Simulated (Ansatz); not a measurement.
**WSi2, pressure series**

Start from WSi$_{2}$ (space group I4/mmm, No. 139; a = 3.2026 Å, c = 7.8157 Å).

Cell and atoms are relaxed at each pressure.

The values are results of PBEsol/PAW in Ansatz (a first-principles code), spin-orbit coupling left out, not measurements.

Notes on the quantities. enthalpy: H = E + PV relative to the base's energy.

| variant | enthalpy | shortest interatomic distance | density |
|---|---|---|---|
| base | – | 2.587 Å | 9.94 g/cm³ |
| pressure −2 GPa | -0.17 eV/atom | 2.591 Å | (withheld) |
| pressure −1 GPa | -0.08 eV/atom | 2.589 Å | 9.90 g/cm³ |
| pressure 0.9 GPa | +0.07 eV/atom | 2.585 Å | 9.98 g/cm³ |
| pressure 2.1 GPa | +0.17 eV/atom | (withheld) | 10.03 g/cm³ |
| pressure 4.5 GPa | +0.37 eV/atom | 2.577 Å | 10.13 g/cm³ |
| pressure 9 GPa | +0.74 eV/atom | 2.569 Å | 10.31 g/cm³ |
| pressure 15 GPa | +1.21 eV/atom | 2.558 Å | 10.53 g/cm³ |
| pressure 22.5 GPa | +1.80 eV/atom | 2.541 Å | 10.79 g/cm³ |
| pressure 30 GPa | +2.37 eV/atom | (withheld) | 11.03 g/cm³ |

Q: What belongs in the blanks?

A: 
- pressure −2 GPa, density: 9.86 g/cm³
- pressure 2.1 GPa, shortest interatomic distance: 2.582 Å
- pressure 30 GPa, shortest interatomic distance: 2.520 Å

Load acts through the strain it causes; cell and atoms are relaxed under it. Whether these cells are dynamically stable was not tested. No other phases were tried under pressure. The final runs are not spin-polarised.
